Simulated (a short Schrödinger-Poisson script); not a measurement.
Structure: gated Al0.25Ga0.75As/GaAs δ-doped gas in a quantum well, at 300 K.

| layer | material | thickness (nm) | Na (cm⁻³) |
|---|---|---|---|
| 1 | Al0.25Ga0.75As | 8 | - |
| 2 | Al0.25Ga0.75As | 2 | - |
| 3 | GaAs | 20 | - |
| 4 | Al0.25Ga0.75As | 4000 | 2e15 |

The device is made up for the run: typed textbook-type constants, with dimensions and the other settings drawn at random. Al0.25Ga0.75As: permittivity 12.19, conduction-band edge (eV) 0.198, gap (eV) 1.736, electron mass (mₑ) 0.0878, Nv at 300 K (cm⁻³) 9e18. GaAs: permittivity 12.9, conduction-band edge (eV) 0, gap (eV) 1.424, Nv at 300 K (cm⁻³) 9e18.

Channel valleys (confinement mass, in-plane density-of-states mass, number): Γ 0.067, 0.067, 1. At the gate the conduction-band edge of layer 1 lies 0.95 eV − eVg above the Fermi level of the channel; the field vanishes at the back. Sheet of ionised δ-doping: +1.7e12 e/cm² at 8 nm from the gate. The barrier under the gate holds no holes. Gaps are held at their typed values at every temperature. Mesh 0.08 nm at interfaces.

From a short Schrödinger-Poisson script (our own, NumPy): 1D Poisson equation in equilibrium, electrons quantum, Hartree (BenDaniel-Duke, 40 states a valley, the channel's in-plane mass for all, wave functions free to enter the barrier), parabolic valleys, classical holes, full ionisation, no traps, pinning or gate leakage.

The same stack at other levels of the model or other numerical settings:

```
run                                                                  sheet density of all electrons at Vg = 0.5 V (cm⁻²)  capacitance at Vg = 0.5 V (μF/cm²)  centroid of the channel electrons at Vg = 0.5 V (nm)  rough cost against the base
-------------------------------------------------------------------  ---------------------------------------------------  ----------------------------------  ----------------------------------------------------  ---------------------------
base                                                                                                             1.32e10                              0.0836                                                  8.04                      about 1
electrons treated as classical, Boltzmann                                                                        1.75e10                               0.105                                                  6.90                         0.04
electrons treated as classical, Fermi-Dirac                                                                      1.74e10                               0.104                                                  6.92                          0.2
electrons treated as quantum, Hartree plus LDA exchange-correlation                                              1.46e10                              0.0927                                                  8.00                      about 1
mesh six times as coarse                                                                                         1.33e10                              0.0837                                                  8.02                          0.2
one subband a valley                                                                                             1.03e10                              0.0691                                                  7.24                          0.2
```

The classical rows ignore confinement, and Boltzmann statistics overrate the density once the band edge passes the Fermi level.
